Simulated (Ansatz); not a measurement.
```yaml
crystal:
  lattice:
    - [24.50000, 0.00000, 0.00000]
    - [0.00000, 14.50000, 0.00000]
    - [0.00000, 0.00000, 5.71827]
  atoms:
    - { symbol: Se, position: [0.22497, 0.38515, 0.65999] }
    - { symbol: W, position: [0.24946, 0.50000, 0.36367] }
    - { symbol: Se, position: [0.22497, 0.61485, 0.65999] }
    - { symbol: Se, position: [0.29702, 0.37199, 0.15198] }
    - { symbol: W, position: [0.29199, 0.50000, 0.85593] }
    - { symbol: Se, position: [0.29702, 0.62801, 0.15198] }
    - { symbol: Se, position: [0.36268, 0.38938, 0.66661] }
    - { symbol: W, position: [0.36277, 0.50000, 0.31884] }
    - { symbol: Se, position: [0.36268, 0.61062, 0.66661] }
    - { symbol: Se, position: [0.43231, 0.38333, 0.16736] }
    - { symbol: W, position: [0.43332, 0.50000, 0.83646] }
    - { symbol: Se, position: [0.43231, 0.61667, 0.16736] }
    - { symbol: Se, position: [0.50000, 0.38329, 0.66644] }
    - { symbol: W, position: [0.50000, 0.50000, 0.33358] }
    - { symbol: Se, position: [0.50000, 0.61671, 0.66644] }
    - { symbol: Se, position: [0.56769, 0.38333, 0.16736] }
    - { symbol: W, position: [0.56668, 0.50000, 0.83646] }
    - { symbol: Se, position: [0.56769, 0.61667, 0.16736] }
    - { symbol: Se, position: [0.63732, 0.38938, 0.66661] }
    - { symbol: W, position: [0.63723, 0.50000, 0.31884] }
    - { symbol: Se, position: [0.63732, 0.61062, 0.66661] }
    - { symbol: Se, position: [0.70298, 0.37199, 0.15198] }
    - { symbol: W, position: [0.70801, 0.50000, 0.85593] }
    - { symbol: Se, position: [0.70298, 0.62801, 0.15198] }
    - { symbol: Se, position: [0.77503, 0.38515, 0.65999] }
    - { symbol: W, position: [0.75054, 0.50000, 0.36367] }
    - { symbol: Se, position: [0.77503, 0.61485, 0.65999] }
```

Levels: PBE (plane waves to 420 eV, PAW; Ansatz, a first-principles code); Ansatz with PBE with spin-orbit coupling; r2SCAN (plane waves to 500 eV, PAW; Ansatz). Unmarked values and the geometry are of the first. Mesh 1×1×6. No spin polarisation, so a magnetic state wasn't tested. Isolated but for its images some 11 Å away. A model structure. Only distortions within the start's symmetry and period were free. Values not marked SOC lack spin–orbit coupling.

Say what this body is, and give its properties.

Armchair WSe2 nanoribbon, N = 9, bare edges. A hypothetical model, cut from the flat sheet.
* **largest distance between nuclei across the axis**: 13.88 Å
* **edge energy against the flat WSe2 sheet, per length of one edge**: +0.656 eV/Å
* **PBE gap**: 0.44 eV, direct at Γ
* **electron mass along the axis (PBE)**: 0.66 mₑ
* **hole mass along the axis (PBE)**: 7.8 mₑ
* **valence and conduction edges under the vacuum level (PBE)**: 5.20 and 4.76 eV
* **PBE+SOC gap at this geometry**: 0.41 eV
* **r2SCAN gap at this geometry**: 0.59 eV
